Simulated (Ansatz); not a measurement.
**PtAl (P2_13): band-structure transport figures**

Input:

```
AlPt
1.0
    4.86872     0.00000     0.00000
    0.00000     4.86872     0.00000
    0.00000     0.00000     4.86872
Al Pt
4 4
Direct
  0.84418   0.84418   0.84418
  0.65582   0.15582   0.34418
  0.34418   0.65582   0.15582
  0.15582   0.34418   0.65582
  0.15406   0.15406   0.15406
  0.34594   0.84594   0.65406
  0.65406   0.34594   0.84594
  0.84594   0.65406   0.34594
```

Calculation: PBEsol, rigid bands (plane waves, PAW, scalar-relativistic; Ansatz, a quantum-chemistry and plane-wave program). Geometry: cell and atoms relaxed with PBEsol.

```
Item                                                              Value
------------------------------------  ---------------------------------
density of states at the Fermi level  1.20 states/(eV·cell), both spins
bare Sommerfeld coefficient                   0.35 mJ/(mol of atoms·K²)
Drude plasma energy                                              2.8 eV
root-mean-square Fermi velocity                               5.4e5 m/s
resistivity times τ                                     62 ×10⁻²² Ω·m·s
```

A metal at this level (no band gap); rigid bands, thermally averaged at 300 K, both spins. Spin-orbit coupling is left out, which matters with elements this heavy. τ is one relaxation time for all states.
